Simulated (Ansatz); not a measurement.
Consider an 8-atom supercell of CdO in the rock salt structure (space group Fm-3m, No. 225; a = 4.690 Å) at its relaxed geometry.

Computed with PBEsol, PAW, 420 eV (Ansatz, an electronic-structure program; spin-orbit coupling left out).

One neutral defect a cell, atoms relaxed at fixed cell.

One change was made to it. Results:

| quantity | base | after |
|---|---|---|
| pressure | 0.0 GPa | 13.9 GPa |
| largest displacement of a host atom from its site in the perfect cell | – | 0.24 Å |

Question: Which change produced these results?
A) Cd on a O site (antisite), symmetric start
B) Si on a Cd site
C) Li interstitial (started 2.03 Å from the nearest host atom)

Answer: C, Li interstitial (started 2.03 Å from the nearest host atom). For comparison, the pressure in the other runs: Cd on a O site (antisite), symmetric start gives 39.6 GPa; Si on a Cd site gives 1.0 GPa.

The cell is small, so the values are those of an ordered compound at a high defect concentration; dilute-limit values will differ. The mesh was chosen for an insulator and is coarse for the gapless case. Defects with a symmetric start kept the site's symmetry and may sit on a saddle; the others started slightly shaken. The final runs are not spin-polarised.
